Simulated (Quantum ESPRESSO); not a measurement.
**Effort and miss along a sweep of conv_thr: LaMg (Cm, 6 atoms in the cell)**

```
CELL_PARAMETERS angstrom
      6.26844    -1.82427     0.00000
      6.26844     1.82427     0.00000
     -2.46042     0.00000     8.01704
ATOMIC_POSITIONS crystal
  La 0.38357 0.38357 0.24799
  La 0.67878 0.67878 0.35175
  La 0.04226 0.04226 0.60273
  Mg 0.00700 0.00700 0.99364
  Mg 0.33508 0.33508 0.70945
  Mg 0.71998 0.71998 0.92777
```

Computed with PBEsol, GBRV 1.5 ultrasoft (PBESOL) pseudopotentials (plane waves; Quantum ESPRESSO 7.5).

Base settings: ecutwfc = 40 Ry; ecutrho = 200 Ry; occupations = smearing; smearing = marzari-vanderbilt; degauss = 0.0036749 Ry; potentials = {La: la_pbesol_v1.uspp.F.UPF, Mg: mg_pbesol_v1.4.uspp.F.UPF}; K_POINTS = automatic 5 5 3 0 0 0; conv_thr = 1e-10 Ry; mixing_beta = 0.3.

Misses are taken against the tightest run, 1e-13 Ry, which need not be fully converged itself.

Core times come from one kind of shared machine and are given to one figure; runs under 30 s give none.

The starting cell comes from a database of computed structures (which also holds hypothetical and non-ambient phases and stackings), without a prior relaxation at this level. Without a gap this mesh is coarse (it stands for a supercell whose shortest vector is 18 Å).

| conv_thr | pressure less reference (GPa) | largest difference in the force on any atom (eV/Å) | core time / reference (rough) |
|---|---|---|---|
| 0.0001 Ry | 0.43 | 0.080 | 0.4 |
| 1e-05 Ry | 0.15 | 0.029 | 0.5 |
| 1e-07 Ry | -0.03 | 0.004 | 0.6 |
| 1e-09 Ry | 0.00 | 0.000 | 0.8 |
| 1e-10 Ry | 0.00 | 0.000 | 0.8 |
| 1e-11 Ry | 0.00 | 0.000 | 0.8 |
| 1e-13 Ry | 0.00 | 0.000 | 1 |

Coarsest setting among those run that, with all tighter ones, holds the pressure within 0.2 GPa of the reference: 1e-05 Ry, off by 0.15 GPa; its saving against the reference is no more than about a factor of 2 in time.

Coarsest setting among those run that, with all tighter ones, holds the pressure within 0.1 GPa of the reference: 1e-07 Ry, off by 0.034 GPa; its saving against the reference is no more than about a factor of 2 in time.

Left out of this page: 1 run of the series outside the window shown, repeating another row's setting, or not comparable.
